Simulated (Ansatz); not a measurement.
System: MoS2 (P-6m2, No. 187, 3 atoms in the cell; start mp-1023924; a measured phase of this formula has another space group). Method: PBE0 (PAW; Ansatz, a first-principles code).

Run with plane-wave cutoff 460 eV, 9×9×2 k mesh (along the axes of the cell as run), Fermi–Dirac smearing 0.01 eV, no spin polarisation, scalar-relativistic PAW data made under PBE.

Cell (relaxed with PBEsol):

```xyz
3
Lattice="3.1406 0.0000 0.0000 -1.5703 2.7198 0.0000 0.0000 0.0000 17.3373" Properties=species:S:1:pos:R:3 pbc="T T T"
Mo     0.0000     0.0000     0.0000
S      0.0000     1.8132     1.5584
S      0.0000     1.8132    15.7789
```

**Question.** Predict the band gap and Γ–Γ gap.

**Answer.** 
band gap: 2.94 eV (on the SCF k mesh)
Γ–Γ gap: 4.49 eV

Note: cell and atoms aren't relaxed at this level (largest force component 0.16 eV/Å); the cell has widely spaced layers and the level no dispersion term, so their spacing and the moduli can rest on weak binding.

Spin–orbit coupling is not included.

Computed values are for the static lattice.

It cost roughly 5 core-minutes of CPU time.

A start named mp-… is a Materials Project structure, which need not be a measured phase.
